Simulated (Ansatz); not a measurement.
H on the 1x1 (111) surface of fcc Cu, one in a 2x1 cell, energies for each (11.4 Å²). Energies are against ½ H2(g), without zero-point or thermal terms; each row is named by its start.

These are PBE (plane waves to 420 eV, PAW; Ansatz, an electronic-structure program) values and carry that method's errors.

Slab: 9 atoms, 6.2 Å thick at the start under the adsorbate (thin: gaps and levels are the slab's own); k 6x12x1, smearing 0.1 eV, dipole-corrected; 4 atoms held, the rest relaxed; each run with such symmetry as its start has; no spin, no spin-orbit, no U, no dispersion correction.

A negative adsorption energy means that the adsorbate is more stable on the surface than in its reference. Heights count from the host atoms within 0.3 Å of the top one.

```json
[
 {"starting site": "top Cu", "E_ads (eV)": "-0.13", "height (Å)": "0.90", "nearest host atom (Å)": "Cu 1.72", "bonded to": "3 Cu", "Δ work function (eV)": "0.05", "lateral drift (Å)": "1.5"},
 {"starting site": "hollow Cu-Cu-Cu over Cu at depth 2.1 Å", "E_ads (eV)": "-0.13", "height (Å)": "0.90", "nearest host atom (Å)": "Cu 1.72", "bonded to": "3 Cu", "Δ work function (eV)": "0.06", "lateral drift (Å)": "0.0"},
 {"starting site": "hollow Cu-Cu-Cu over Cu at depth 4.1 Å", "E_ads (eV)": "-0.14", "height (Å)": "0.90", "nearest host atom (Å)": "Cu 1.71", "bonded to": "3 Cu", "Δ work function (eV)": "0.05", "lateral drift (Å)": "0.0"},
 {"starting site": "bridge Cu-Cu (span 2.6 Å)", "E_ads (eV)": "-0.14", "height (Å)": "0.90", "nearest host atom (Å)": "Cu 1.71", "bonded to": "3 Cu", "Δ work function (eV)": "0.05", "lateral drift (Å)": "0.7"}
]
```
